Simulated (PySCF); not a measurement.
PySCF 2.14.0, WB97X/def2-svpd, df: W(O)(S)(OH)2 ([O]=[W]([OH])([OH])=[S]), 7 atoms. The geometry is a generated start, not checked to be a minimum at this level.

```json
{
 "task": "energy",
 "method": "wb97x",
 "basis": "def2-svpd",
 "two_electron_scheme": "density fitting",
 "mol.max_memory": "3000 MB",
 "mf.max_cycle": "100",
 "mf.conv_tol": "1e-09 (default)",
 "mf.grids.level": "3 (default)",
 "effective_core_potentials": "those of the basis set, past Kr",
 "basis_functions": "147",
 "grid_points": "105056"
}
```

```xyz
7

W      0.4144    -0.0306     0.0330
O      1.7355     0.5372    -0.8390
S      1.1675    -1.2455     1.6925
O     -0.6679    -1.1009    -1.0190
H     -1.0727    -1.6763    -1.6838
O     -0.5911     1.3540     0.7309
H     -0.9856     2.1622     1.0854
```

Charge 0 and multiplicity 1 are set for this test and not shown to be the ground state.

With the defaults (mf.DIIS = CDIIS, mf.diis = true, mf.diis_space = 8, mf.damp = 0, mf.diis_start_cycle = 1, mf.init_guess = minao) it converges in 16 Fock builds. One run each on 2 threads, 1 BLAS thread, with these changes:
- mf.diis_space = 20
- mf.diis = false, mf.damp = 0.7, mf.diis_start_cycle = 999
- mf.DIIS = ADIIS
- mf.init_guess = huckel
- mf.DIIS = EDIIS
- mf.damp = 0.3, mf.diis_start_cycle = 4
- mf.init_guess = mod_huckel
- mf.diis = false
- mf.diis_space = 5

Name the settings that don't reach the solution of the defaults.

No convergence: mf.DIIS = EDIIS; mf.diis = false (the run ends without SCF convergence in 100 cycles). The rest reach the solution of the defaults.

| setting | Fock builds | end |
|---|---|---|
| the defaults | 16 | same solution |
| mf.diis_space = 20 | 16 | same solution |
| mf.diis_space = 5 | 19 | same solution |
| mf.damp = 0.3, mf.diis_start_cycle = 4 | 19 | same solution |
| mf.init_guess = huckel | 21 | same solution |
| mf.init_guess = mod_huckel | 21 | same solution |
| mf.DIIS = ADIIS | 23 | same solution |
| mf.diis = false, mf.damp = 0.7, mf.diis_start_cycle = 999 | 49 | same solution |
| mf.DIIS = EDIIS | 101 | no convergence |
| mf.diis = false | 101 | no convergence |
